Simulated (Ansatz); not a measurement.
An Ansatz (a quantum-chemistry and plane-wave program) input for (CdS)6/(CdSe)6 wurtzite (0001) superlattice on CdS -1.0%:

Ansatz 0.2 input:
```yaml
crystal:
  lattice:
    - [4.154329149, 0.0, 0.0]
    - [-2.077164575, 3.597754579, 0.0]
    - [0.0, 0.0, 43.090113529]
  atoms:
    - { symbol: Cd, position: [0.333333333, 0.666666667, 0.002046122] }
    - { symbol: S, position: [0.333333333, 0.666666667, 0.06123768] }
    - { symbol: Cd, position: [0.666666667, 0.333333333, 0.081831631] }
    - { symbol: S, position: [0.666666667, 0.333333333, 0.141216678] }
    - { symbol: Cd, position: [0.333333333, 0.666666667, 0.161802945] }
    - { symbol: S, position: [0.333333333, 0.666666667, 0.221188576] }
    - { symbol: Cd, position: [0.666666667, 0.333333333, 0.241770089] }
    - { symbol: S, position: [0.666666667, 0.333333333, 0.301155185] }
    - { symbol: Cd, position: [0.333333333, 0.666666667, 0.321735625] }
    - { symbol: S, position: [0.333333333, 0.666666667, 0.381123678] }
    - { symbol: Cd, position: [0.666666667, 0.333333333, 0.401711966] }
    - { symbol: S, position: [0.666666667, 0.333333333, 0.461109701] }
    - { symbol: Cd, position: [0.333333333, 0.666666667, 0.48168374] }
    - { symbol: Se, position: [0.333333333, 0.666666667, 0.543643336] }
    - { symbol: Cd, position: [0.666666667, 0.333333333, 0.568576662] }
    - { symbol: Se, position: [0.666666667, 0.333333333, 0.630325678] }
    - { symbol: Cd, position: [0.333333333, 0.666666667, 0.655270417] }
    - { symbol: Se, position: [0.333333333, 0.666666667, 0.717020825] }
    - { symbol: Cd, position: [0.666666667, 0.333333333, 0.741967926] }
    - { symbol: Se, position: [0.666666667, 0.333333333, 0.803714329] }
    - { symbol: Cd, position: [0.333333333, 0.666666667, 0.828663708] }
    - { symbol: Se, position: [0.333333333, 0.666666667, 0.890409811] }
    - { symbol: Cd, position: [0.666666667, 0.333333333, 0.915352278] }
    - { symbol: Se, position: [0.666666667, 0.333333333, 0.977090412] }
basis:
  ecutwfc: 500
  ecutrho_ratio: 4
  xc_grid: 4
kpoints:
  mp_grid: { grid: [9, 9, 1] }
hamiltonian:
  xc: r2scan
  dispersion: none
  pseudopotentials: { kind: paw }
scf:
  n_extra_bands: 25
  occupations: { method: fermi_dirac, width: 0.01 }
  convergence: { dr2_threshold: 0.000000001 }
output:
  eigenstates:
    kpoints:
      - [0, 0, 0]
      - [0, 0, 0.5]
      - [0.333333333333, 0.333333333333, 0]
      - [0.5, 0, 0]
    e_range: [-4, 6]
    localisation: true
  eigenvalues: true
```

All values below come from r2SCAN (plane waves to 500 eV, PAW; Ansatz). No spin–orbit coupling. Its k-point mesh 9×9×1, Fermi–Dirac width 0.01 eV.

**Question.** Write the closing report of this run, without the band table and long remarks, to eight decimals at most.

**Answer.** 
```
SCF converged after 10 iterations
Free energy (F): -137540.317897 eV
Harris-Foulkes:  -137540.317897 eV  (|F-HF|=2.33e-10)
Internal energy: -137540.317897 eV  (E = F + TS)
E sigma→0 (E₀):  -137540.317897 eV
Fermi energy:    7.588946 eV
--- Per-component energies (eV) ---
  E_band       = -8830.985544
  E_kinetic    = 7416.902929
  E_local      = -85246.868448  (includes V_loc(G=0)·N_el)
  E_nonlocal   = -2985.513960
  E_hartree    = 40698.879874
  E_xc         = -3159.538471
  E_vxc        = -4151.026230  (∫ρ·V_xc dr)
  E_paw        = -64483.478910  (= ΣΔE_a)
  E_vpaw       = -5527.652893  (= ΣTr[D̂ρ^β])
  E_aug_tail   = -0.001208  (compensation charges beyond the density's cutoff)
  E_vtau       = 265.418090  (kinetic-family band-sum trace: ∫τ·v_τ [+ j·A + Jᵃ·Aᵃ] dr)
  E_ewald      = -29762.675233
  E_core_change = -18.024470  (= ΣΔE_core)
  E_smearing   = 0.000000  (= −TS)
  E_closure    = 0.000000  (closes the sum)
  Σ components = -137540.317897   (vs F -137540.317897, Δ=0.00e0)
```

Cost: roughly 10 core-minutes.
